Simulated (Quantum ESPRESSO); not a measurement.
Quantum ESPRESSO 7.5, DFT, PBE, plane waves, SSSP 1.1.2 efficiency PBE: rock-salt NiO (type II order), antiferromagnetic, 4 atoms, spin-polarised from an antiferromagnetic start (nspin = 2, starting_magnetization ±0.2 on Ni). Basis and mesh were picked for this test and aren't claimed converged.

- cell = 5.12, 5.12, 5.12 Å; 33.6, 33.6, 33.6°
- task = scf
- k mesh = 9×9×9
- ecutwfc = 45 Ry
- ecutrho = 360 Ry
- occupations = smearing
- smearing = gaussian
- degauss = 0.005 Ry
- conv_thr = 4e-09 Ry
- tprnfor = true
- tstress = false
- k-point pools (-nk) = 8
- diagonalization = david (default)
- k-points computed (for each spin) = 85
- bands = 29
- electrons = 48
- G-vectors of the density = 28405
- FFT grid = 60×60×60
- symmetry operations = 12

One run each.

All on 8 ranks. Base settings, kept where nothing else is said: mixing_mode = plain (default), mixing_beta = 0.7 (default), mixing_ndim = 8 (default). The settings tried:
- the base settings
- mixing_beta = 0.1
- mixing_ndim = 4
- mixing_mode = local-TF, mixing_beta = 0.4
- mixing_beta = 0.4
- mixing_mode = TF, mixing_beta = 0.2
- mixing_beta = 0.2
- mixing_mode = TF, mixing_beta = 1
- mixing_ndim = 16
- mixing_mode = local-TF, mixing_beta = 0.1
- mixing_ndim = 2
- mixing_mode = TF, mixing_beta = 0.4
- mixing_mode = TF
- mixing_mode = local-TF, mixing_beta = 0.2
- mixing_beta = 1
- mixing_mode = local-TF
- mixing_mode = TF, mixing_beta = 0.1

Task: Which settings need the fewest SCF iterations, which the most, and do any fail to converge?

Result: Fewest SCF iterations, with those close behind: mixing_mode = local-TF (11); mixing_mode = TF (13); mixing_mode = local-TF, mixing_beta = 0.4 (13); mixing_mode = TF, mixing_beta = 0.4 (14). Most among those that reach the base run's result: mixing_ndim = 2 (27); mixing_mode = TF, mixing_beta = 0.1 (24). All converged.

```tsv
setting	SCF iterations	end
mixing_mode = local-TF	11	converged
mixing_mode = TF	13	converged
mixing_mode = local-TF, mixing_beta = 0.4	13	converged
mixing_mode = TF, mixing_beta = 0.4	14	converged
mixing_mode = TF, mixing_beta = 1	15	converged
mixing_beta = 0.2	16	converged
mixing_mode = local-TF, mixing_beta = 0.2	17	converged
the base settings	18	converged
mixing_beta = 0.4	18	converged
mixing_beta = 1	18	converged
mixing_ndim = 4	18	converged
mixing_mode = local-TF, mixing_beta = 0.1	19	converged
mixing_ndim = 16	20	converged
mixing_beta = 0.1	21	converged
mixing_mode = TF, mixing_beta = 0.2	21	converged
mixing_mode = TF, mixing_beta = 0.1	24	converged
mixing_ndim = 2	27	converged
```
